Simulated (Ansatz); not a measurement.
SnTe, response to strain

Consider SnTe in the rock salt structure (space group Fm-3m, No. 225; a = 6.2891 Å). Axes: x, y, z lie along the cube axes.

Strains are applied to the cell and any free atomic positions relax; under biaxial strain the out-of-plane vector relaxes too.

The values are results of PBEsol (Ansatz, a quantum-chemistry and plane-wave program), without spin-orbit coupling, not measurements.

Notes on the quantities. energy relative to the base: free energy F.

```tsv
case	volume per atom	energy relative to the base
base	31.09 Å³	0 meV/atom
biaxial strain −2.50 %, plane normal [111], relaxed out of plane	30.36 Å³	+8.3 meV/atom
biaxial strain −2.08 %, plane normal [111], relaxed out of plane	30.47 Å³	+5.8 meV/atom
biaxial strain −1.67 %, plane normal [111], relaxed out of plane	30.59 Å³	+3.7 meV/atom
biaxial strain −1.25 %, plane normal [111], relaxed out of plane	30.71 Å³	+2.1 meV/atom
biaxial strain −0.83 %, plane normal [111], relaxed out of plane	30.84 Å³	+0.9 meV/atom
biaxial strain +0.83 %, plane normal [111], relaxed out of plane	31.34 Å³	+0.9 meV/atom
biaxial strain +1.25 %, plane normal [111], relaxed out of plane	31.46 Å³	+2.1 meV/atom
biaxial strain +1.67 %, plane normal [111], relaxed out of plane	31.59 Å³	+3.7 meV/atom
biaxial strain +2.50 %, plane normal [111], relaxed out of plane	31.82 Å³	+8.0 meV/atom
```

Stability against distortions was not tested. The final runs are not spin-polarised.
